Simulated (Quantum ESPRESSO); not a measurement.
Quantum ESPRESSO run on SrICl (Pnma, 12 atoms in the cell): self-consistent single point.

Level of theory: PBEsol, PseudoDojo standard norm-conserving (PBESOL) pseudopotentials (plane waves; Quantum ESPRESSO 7.5).

```xyz
12
Lattice="8.4484 0.0000 0.0000 0.0000 4.5390 0.0000 0.0000 0.0000 10.3418" Properties=species:S:1:pos:R:3 pbc="T T T"
Sr     1.5751     1.1348     1.3401
Sr     6.8733     3.4043     9.0017
Sr     2.6491     3.4043     6.5110
Sr     5.7993     1.1348     3.8308
I      0.0140     1.1348     6.9885
I      8.4343     3.4043     3.3533
I      4.2102     3.4043     1.8176
I      4.2382     1.1348     8.5243
Cl     2.9323     1.1348     4.6548
Cl     5.5160     3.4043     5.6871
Cl     1.2918     3.4043     9.8257
Cl     7.1565     1.1348     0.5162
```

Reference input (self-consistent single point, DFT, PBEsol, plane waves, PseudoDojo standard norm-conserving (PBESOL) pseudopotentials): ecutwfc = 70 Ry; occupations = fixed; potentials = {Sr: Sr.upf, I: I.upf, Cl: Cl.upf}; K_POINTS = automatic 3 6 3 0 0 0; nbnd = 52; conv_thr = 1e-10 Ry; mixing_beta = 0.3. This run's input differs from it in these lines:

```diff
@@ -38,3 +38,3 @@
 K_POINTS {automatic}
-3 6 3  0 0 0
+2 3 2  0 0 0
 CELL_PARAMETERS {bohr}
```

Output, abridged:

```
     Self-consistent Calculation

     iteration #  1     ecut=    70.00 Ry     beta= 0.30

     Threshold (ethr) on eigenvalues was too large:
     Diagonalizing with lowered threshold

     total energy              =    -509.90565639 Ry
     estimated scf accuracy    <       0.21477115 Ry

     iteration #  2     ecut=    70.00 Ry     beta= 0.30

     total energy              =    -509.91790120 Ry
     estimated scf accuracy    <       0.04055775 Ry

     iteration #  3     ecut=    70.00 Ry     beta= 0.30
     c_bands:  1 eigenvalues not converged
     c_bands:  2 eigenvalues not converged

     total energy              =    -509.92706481 Ry
     estimated scf accuracy    <       0.00649321 Ry

   [... 8 blocks of this kind left out ...]

     iteration # 12     ecut=    70.00 Ry     beta= 0.30

     total energy              =    -509.92822093 Ry
     estimated scf accuracy    <          2.4E-09 Ry

     iteration # 13     ecut=    70.00 Ry     beta= 0.30
     c_bands:  1 eigenvalues not converged
     End of self-consistent calculation

     highest occupied, lowest unoccupied level (ev):     4.1416    7.8112

!    total energy              =    -509.92822093 Ry
     estimated scf accuracy    <          3.7E-11 Ry

     convergence has been achieved in  13 iterations

     Forces acting on atoms (cartesian axes, Ry/au):

     atom    1 type  1   force =     0.00052437   -0.00000000   -0.00180701
     atom    2 type  1   force =    -0.00052437   -0.00000000    0.00180701
     atom    3 type  1   force =    -0.00052437    0.00000000   -0.00180701
     atom    4 type  1   force =     0.00052437    0.00000000    0.00180701
     atom    5 type  2   force =    -0.00189106    0.00000000   -0.00036819
     atom    6 type  2   force =     0.00189106    0.00000000    0.00036819
   [... lines left out ...]

     Total force =     0.007162     Total SCF correction =     0.000011

          total   stress  (Ry/bohr**3)                   (kbar)     P=      -17.32
  -0.00012212   0.00000000   0.00000000          -17.96        0.00        0.00
   0.00000000  -0.00010767   0.00000000            0.00      -15.84        0.00
   0.00000000   0.00000000  -0.00012344            0.00        0.00      -18.16

   JOB DONE.
```

The run converged in 13 iterations. Against the reference run the free energy rises by 2.4 meV/atom, the pressure moves little (-1.76 to -1.73 GPa), the largest force stays at 0.061 eV/Å and the gap on the mesh moves little (3.672 to 3.670 eV).

The starting cell comes from a database of computed structures (which also holds hypothetical and non-ambient phases and stackings), without a prior relaxation at this level. Spin-orbit coupling is off.

Cost on one core of a shared machine: roughly 6 min.
